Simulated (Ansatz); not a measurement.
**MgO (model structure, started from the BeO type, P4₂/mnm, No. 136, 8 atoms in the cell)**

Computed with r²SCAN (PAW; Ansatz, an electronic-structure program).

Run with plane-wave cutoff 560 eV, 6×6×10 k mesh (along the axes of the cell as run), Fermi–Dirac smearing 0.01 eV, scalar-relativistic PAW data made under PBE.

Cell (relaxed at this level):

Space group P4₂/mnm (No. 136); a = 5.4985 Å, b = 5.4985 Å, c = 3.2663 Å, α = 90.00°, β = 90.00°, γ = 90.00°

| atom | site | symmetry | x | y | z |
|---|---|---|---|---|---|
| Mg | 4g | m.2m | 0.1791 | 0.1791 | 0.5000 |
| O | 4f | m.2m | 0.3163 | 0.3163 | 0.0000 |

For MgO (model structure, started from the BeO type, P4₂/mnm, No. 136, 8 atoms in the cell), the band gap is 4.16 eV and the smallest direct gap on the k points sampled is 4.17 eV.

Note: the relaxation could raise the start's symmetry but not lower it, so the cell can be a saddle point.

Static lattice: no zero-point or thermal effects.

Computing time: about 70 core-seconds (a rough figure).

A model structure was made by putting elements into a prototype or built by hand; it is no filed structure, need not be a known phase, and can be a saddle point held by its symmetry.
